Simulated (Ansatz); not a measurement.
ZnSnAs2: transverse stress against strain

ZnSnAs2 (chalcopyrite, I-42d, 25.015 Å³/atom and stress up to 0.01 GPa in the relaxed cell, c along z) under a strain ε along c (axis z), the other axes held. PBEsol in Ansatz, a plane-wave DFT program (PAW, default set), 420 eV, 8×8×8 Γ-centred mesh, Fermi-Dirac smearing 0.05 eV; ions are relaxed, or left where forces stay under 0.02 eV/Å, within the symmetry of each cell. Stress is positive for a compressed cell.

Here s stands for strain and y for stress xx.

```csv
strain (%),stress xx (GPa)
-1.50,0.74
-0.75,0.36
0.00,0.00
0.75,-0.35
1.50,-0.67
3.00,?
```

Fit y against s with a straight line, and predict the withheld value at s = 3.00.

Means: s 0, y 0.016. About the means, the sum of products is -2.6475 and the sum of squares of s is 5.6250; the slope is their ratio. Least squares gives y = 0.016 - 0.4707·s. Residuals (row less fit): 0.018, -0.009, -0.016, -0.013, 0.020; standard error 0.020 (degrees of freedom: 3). The slope gives the elastic constant C13 = 47.1 ± 0.9 GPa (± standard error of the fit, which holds the terms cut off). At the withheld row, y = 0.016 - 0.4707 × 3.00 = -1.396 GPa. The calculation gives -1.25 GPa, 0.146 GPa above the prediction (7.3 % of the range of y in the table). The row lies outside the fitted rows, so this is an extrapolation. From the scatter of the fitted rows alone, a prediction at this place has a standard error of 0.034 GPa, so the miss is 4.3 times that.

A polynomial of degree 2 through the 8 other runs of the series gives -1.24 there, so most of the miss is curvature that the fit leaves out. This level leaves no gap over 0.05 eV at strain -0.75, 0.00, 0.75, 1.50, 3.00 %. The start is a measured cell from the literature; how it stands against other phases or cation orders wasn't checked. Rows are the converged runs of the series near zero and its far end; series whose fitted rows scatter by over a few per cent of the range, as at a crossing or softening among them, aren't shown in this form, nor equations of state whose B0' disagrees with the runs' pressures. Most that stay on the fit to the last digits aren't either.
